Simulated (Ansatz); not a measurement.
```yaml
crystal:
  lattice:
    - [24.00000, 0.00000, 0.00000]
    - [0.00000, 14.50000, 0.00000]
    - [0.00000, 0.00000, 5.48274]
  atoms:
    - { symbol: S, position: [0.23006, 0.39035, 0.65640] }
    - { symbol: W, position: [0.24540, 0.50000, 0.36478] }
    - { symbol: S, position: [0.23006, 0.60965, 0.65640] }
    - { symbol: S, position: [0.30180, 0.38709, 0.15777] }
    - { symbol: W, position: [0.29641, 0.50000, 0.84431] }
    - { symbol: S, position: [0.30180, 0.61291, 0.15777] }
    - { symbol: S, position: [0.36543, 0.39418, 0.66756] }
    - { symbol: W, position: [0.36671, 0.50000, 0.32556] }
    - { symbol: S, position: [0.36543, 0.60582, 0.66756] }
    - { symbol: S, position: [0.43379, 0.39135, 0.16688] }
    - { symbol: W, position: [0.43379, 0.50000, 0.83358] }
    - { symbol: S, position: [0.43379, 0.60865, 0.16688] }
    - { symbol: S, position: [0.50000, 0.39102, 0.66730] }
    - { symbol: W, position: [0.50000, 0.50000, 0.33449] }
    - { symbol: S, position: [0.50000, 0.60898, 0.66730] }
    - { symbol: S, position: [0.56621, 0.39135, 0.16688] }
    - { symbol: W, position: [0.56621, 0.50000, 0.83358] }
    - { symbol: S, position: [0.56621, 0.60865, 0.16688] }
    - { symbol: S, position: [0.63457, 0.39418, 0.66756] }
    - { symbol: W, position: [0.63329, 0.50000, 0.32556] }
    - { symbol: S, position: [0.63457, 0.60582, 0.66756] }
    - { symbol: S, position: [0.69820, 0.38709, 0.15777] }
    - { symbol: W, position: [0.70359, 0.50000, 0.84431] }
    - { symbol: S, position: [0.69820, 0.61291, 0.15777] }
    - { symbol: S, position: [0.76994, 0.39035, 0.65640] }
    - { symbol: W, position: [0.75460, 0.50000, 0.36478] }
    - { symbol: S, position: [0.76994, 0.60965, 0.65640] }
```

Level of theory: PBE (plane waves to 420 eV, PAW; Ansatz, a first-principles code). Mesh 1×1×6. No spin polarisation, so a magnetic state wasn't tested. Periodic along z alone, with about 11 Å of vacuum beside it. An idealised model, cut from the flat sheet. Symmetry and one short period hold its shape; lower forms weren't sought. Values not marked SOC lack spin–orbit coupling.

Question: Tabulate the two highest filled and two lowest empty levels along the axis, from the valence top.

Answer: 
```
k (2π/c)  v2 (eV)  v1 (eV)  c1 (eV)  c2 (eV)
--------  -------  -------  -------  -------
0.000       -0.20     0.00     0.40     0.44
0.042       -0.20     0.00     0.41     0.45
0.083       -0.20    -0.02     0.44     0.48
0.125       -0.19    -0.04     0.50     0.53
0.167       -0.19    -0.07     0.58     0.60
0.208       -0.20    -0.11     0.63     0.65
0.250       -0.20    -0.14     0.62     0.64
0.292       -0.21    -0.17     0.62     0.64
0.333       -0.21    -0.18     0.62     0.64
0.375       -0.22    -0.20     0.62     0.64
0.417       -0.23    -0.21     0.62     0.63
0.458       -0.23    -0.22     0.62     0.63
0.500       -0.23    -0.22     0.62     0.63
```
